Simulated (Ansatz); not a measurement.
**Response to strain in Si**

Start from Si (space group Pm-3n, No. 223; a = 4.866 Å; a model cell, its experimental status unchecked). Axes: x, y, z lie along the cube axes.

Strains are applied to the cell and any free atomic positions relax; under biaxial strain the out-of-plane vector relaxes too; under stress the whole cell relaxes.

Level of theory: PBEsol/PAW in Ansatz (a first-principles code), scalar-relativistic without spin-orbit coupling.

Notes on the quantities. pressure: mean of the normal stresses, compression positive; energy relative to the base: free energy F.

```json
[
 {"variant": "base", "pressure": "0.0 GPa", "energy relative to the base": "0 meV/atom", "volume per atom": "14.41 Å³", "space group": "Pm-3n (No. 223)"},
 {"variant": "biaxial strain −1.13 %, plane normal [001], relaxed out of plane", "pressure": "1.5 GPa", "energy relative to the base": "+2.0 meV/atom", "volume per atom": "14.19 Å³", "space group": "P4_2/mmc (No. 131)"},
 {"variant": "biaxial strain +4.80 %, plane normal [001], relaxed out of plane", "pressure": "-4.0 GPa", "energy relative to the base": "+26 meV/atom", "volume per atom": "15.25 Å³", "space group": "P4_2/mmc (No. 131)"},
 {"variant": "biaxial strain +0.97 %, plane normal [111], relaxed out of plane", "pressure": "0.9 GPa", "energy relative to the base": "-1.5 meV/atom", "volume per atom": "14.32 Å³", "space group": "R-3c (No. 167)"},
 {"variant": "uniaxial stress, 3 GPa tension along z", "pressure": "–", "energy relative to the base": "+3.0 meV/atom", "volume per atom": "14.58 Å³", "space group": "P4_2/mmc (No. 131)"}
]
```

Without a gap, meshes like the base's 10×10×10 leave anisotropic stresses uncertain by several tenths of a GPa, and small strain energies with them. Beyond what the load breaks, stability against distortions was not tested. Under biaxial strain +0.97 %, plane normal [111], relaxed out of plane the cell ends below the base's energy or with stress of the wrong sign: the atoms slid into a distortion or the cell is elastically unstable, so the base is not a stable minimum at this level. This is not the structure that Si has at room temperature and ambient pressure.
